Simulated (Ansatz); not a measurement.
# Habitual settings against a tight run: LiF (Fm-3m, 2 atoms in the cell)

Self-consistent single point.

```
CELL_PARAMETERS angstrom
      0.00000     1.99210     1.99210
      1.99210     0.00000     1.99210
      1.99210     1.99210     0.00000
ATOMIC_POSITIONS crystal
  Li 0.00000 0.00000 0.00000
  F  0.50000 0.50000 0.50000
```

Computed with PBE (plane waves, PAW; Ansatz, an electronic-structure program).

Base settings: basis.ecutwfc = 420 eV; kpoints.mp_grid.grid = 10 10 10; hamiltonian.xc = pbe; hamiltonian.pseudopotentials = {kind: paw}, with the files named one by one; scf.occupations.method = gaussian; scf.occupations.width = 0.01 eV.

Tight run (finer mesh or higher cutoff; not a proven limit): basis.ecutwfc: 420 eV → 590 eV; kpoints.mp_grid.grid: 10 10 10 → 14 14 14; scf.convergence.dr2_threshold: default (1e-07 eV) → 1e-09 eV. It gave top of the valence band (on the code's own zero) 1.27 eV; gap on the k-point mesh 9.38 eV; pressure 4.75 GPa.

Quick runs, as changes from the base:
- A: the base itself
- B: basis.ecutwfc: 420 eV → 210 eV; kpoints.mp_grid.grid: 10 10 10 → 8 8 8; scf.convergence.dr2_threshold: default (1e-07 eV) → 0.001 eV
- C: basis.ecutwfc: 420 eV → 295 eV; kpoints.mp_grid.grid: 10 10 10 → 8 8 8; hamiltonian.xc: pbe → lda; hamiltonian.pseudopotentials: {kind: paw}, with the files named one by one → {kind: paw} (the program's default PAW files) [LDA (PW92)]
- D: basis.ecutwfc: 420 eV → 335 eV; kpoints.mp_grid.grid: 10 10 10 → 2 2 2; hamiltonian.xc: pbe → lda; hamiltonian.pseudopotentials: {kind: paw}, with the files named one by one → {kind: paw} (the program's default PAW files); scf.occupations.method: gaussian → methfessel_paxton; scf.occupations.width: 0.01 eV → 0.136 eV [LDA (PW92)]
- E: basis.ecutwfc: 420 eV → 250 eV; kpoints.mp_grid.grid: 10 10 10 → 1 1 1; hamiltonian.xc: pbe → lda; hamiltonian.pseudopotentials: {kind: paw}, with the files named one by one → {kind: paw} (the program's default PAW files) [LDA (PW92)]
- F: kpoints.mp_grid.grid: 10 10 10 → 2 2 2; hamiltonian.xc: pbe → b3lyp; hamiltonian.pseudopotentials: {kind: paw}, with the files named one by one → {kind: paw} (the program's default PAW files) [B3LYP]
- G: kpoints.mp_grid.grid: 10 10 10 → 2 2 2; hamiltonian.xc: pbe → hse06 [HSE06]

Dashes: energy of C, D, E, F, G, another energy zero; count of F, G, another kind of functional, whose work the count does not hold.

Gaps are read on each run's own mesh, which may miss the band edges.

† marks runs with another functional, U, potentials or spin treatment: their distance from the tight run is not a convergence error alone.

The count of work is k-points × plane waves × bands × iterations; it is no time. 

Pressures in the table are Ansatz's without its Pulay estimate, at a fixed set of plane waves; the tight run's value above holds the estimate.

The starting cell comes from a database of computed structures (which also holds hypothetical and non-ambient phases and stackings), without a prior relaxation at this level. Its lattice was rescaled by a random factor within 2.5 % of one. In the base run, with a pressure of about 5 GPa the cell is away from its equilibrium volume at this level.

| run | energy less tight (meV/atom) | pressure less tight (GPa) | gap on the mesh less tight (eV) | count of work / tight |
|---|---|---|---|---|
| A | 2.6 | -0.65 | 0.005 | 0.24 |
| B | 4162.5 | -307.45 | -0.138 | 0.051 |
| C† | – | -61.14 | -0.290 | 0.076 |
| D† | – | -18.51 | -0.464 | 0.011 |
| E† | – | -85.32 | -2.194 | 0.0021 |
| F† | – | 2.52 | 2.539 | – |
| G† | – | 2.10 | 2.286 | – |

Among the runs at the tight run's level, the energy misses run from 2.6 to 4162.5 meV/atom.

Left out of this page: 1 run of the series unsound by tests on forces, stress, charge or solver warnings.

Keys are those of Ansatz 0.2.
